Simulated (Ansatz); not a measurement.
Consider InSb in the zinc blende structure (space group F-43m, No. 216; a = 6.4497 Å). Axes: x, y, z lie along the cube axes.

All numbers come from LDA, PAW, 420 eV (Ansatz, a program for electronic structure; scalar-relativistic without spin-orbit coupling).

Base values:

| Quantity | Result |
|---|---|
| Shortest interatomic distance | 2.793 Å |
| Pressure | 0.0 GPa |

It is then changed as follows: uniaxial strain ε_zz = −3.00 %, all other strain components held at zero, atoms relaxed at fixed cell.

Task: How does this affect the shortest interatomic distance?

Result: The shortest interatomic distance decreases by 0.028 Å, from 2.793 Å to 2.765 Å.

Task: How does this affect the energy relative to the base?

Result: The energy grows by 6.4 meV/atom.

Task: What happens to the pressure?

Result: The pressure (mean of the normal stresses, compression positive) goes from zero to 1.5 GPa.

No phonon test of stability was made. All final runs are without spin polarisation.
